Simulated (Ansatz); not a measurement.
Given:

```
InSb
1.0
    0.00000     3.27796     3.27796
    3.22683     0.00000     3.27796
    3.22683     3.27796     0.00000
Sb In
1 1
Direct
  0.75000   0.75000   0.75000
  0.00000   0.00000   0.00000
```

No spin polarisation.

All numbers come from Ansatz (a quantum-chemistry and plane-wave program), r2SCAN, PAW, cutoff 500 eV, without spin-orbit coupling. Settings: 12×12×12 k-points, 0.05 eV Fermi–Dirac smearing.

Q: What is the computed band gap?

A: 0.07 eV.

Q: What is the computed valence-band top at Γ (three highest levels, from the VBM)?

A: 0.00, -0.08, -0.08 eV.

Q: Predict the gap character.

A: Direct at Γ.

Spin-orbit coupling, missing from the scalar runs, can matter with Sb. The cells carry an imposed strain or load. Stability against distortions was not tested. The cell was made from InSb in the zinc blende structure (space group F-43m, No. 216) by this change: uniaxial strain ε_xx = −1.56 %. A zero or small gap of InSb can be the functional's error rather than a property of the material.
